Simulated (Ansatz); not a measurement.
PbS (model structure, started from the zincblende type, F-43m, No. 216, 2 atoms in the cell) was calculated with PBE in Ansatz (PAW).

Numerical settings: plane-wave cutoff 520 eV, 10×10×10 k mesh, Fermi–Dirac smearing 0.01 eV, scalar-relativistic PAW data made under PBE.

Cell (relaxed at this level):

```cif
data_Pb4S4
_chemical_formula_sum 'S4 Pb4'
_space_group_name_H-M_alt 'F-43m'
_space_group_IT_number 216
_space_group_name_Hall 'F -4 2 3'
_cell_length_a 6.64630
_cell_length_b 6.64630
_cell_length_c 6.64630
_cell_angle_alpha 90.000
_cell_angle_beta 90.000
_cell_angle_gamma 90.000
loop_
_atom_site_label
_atom_site_type_symbol
_atom_site_symmetry_multiplicity
_atom_site_Wyckoff_symbol
_atom_site_fract_x
_atom_site_fract_y
_atom_site_fract_z
_atom_site_occupancy
S1 S 4 c 0.25000 0.25000 0.25000 1
Pb1 Pb 4 a 0.00000 0.00000 0.00000 1
```
(The calculation used a cell of 2 atoms; values per cell refer to that cell.)

Predict the band gap, smallest direct gap on the k points sampled and direct gap at Γ.


- band gap = 0.84 eV
- smallest direct gap on the k points sampled = 1.29 eV
- direct gap at Γ = 4.16 eV

Note: the relaxation could raise the start's symmetry but not lower it, so the cell can be a saddle point.

Spin–orbit coupling is not included; with these elements it can move the gap by several tenths of an eV or more.

Static lattice: no zero-point or thermal effects.

The result took very roughly 5 core-seconds.

A model structure was made by putting elements into a prototype or built by hand; it is no filed structure, need not be a known phase, and can be a saddle point held by its symmetry.

Ansatz is an electronic-structure program.
